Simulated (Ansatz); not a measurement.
Functionals compared on the (100) surface of fluorite-type NiSi2 in its 1x1 cell (cut with top plane Ni, bottom plane Ni), outermost plane spacing 1.36 Å in the ideal cut (one of several cuts of this face), with 1 Ni a cell over the bulk's ratio, in Ansatz (plane waves, PAW). The structure was relaxed with PBE; the other rows are single points on it. Cutoff 420 eV (500 eV for r2SCAN).

Set-up: 13 atoms, Ni5Si8, 10.9 Å thick at the start; mesh 10x10x1; 0.1 eV smearing; dipole correction on; all atoms relaxed; held to the start's symmetry, so lower structures may exist; no spin (magnetic order not tried), no spin-orbit, no U. These notes are the PBE run's.

```csv
functional,work function of the top face (eV),rough cost of the single point
PBE,4.23,–
LDA,4.57,roughly 50 core-seconds
PBEsol,4.32,very roughly 40 core-seconds
RPBE,4.06,about 40 core-seconds (a rough figure)
r2SCAN,4.22,very roughly 70 core-seconds
```

Ansatz is a quantum-chemistry and plane-wave program.
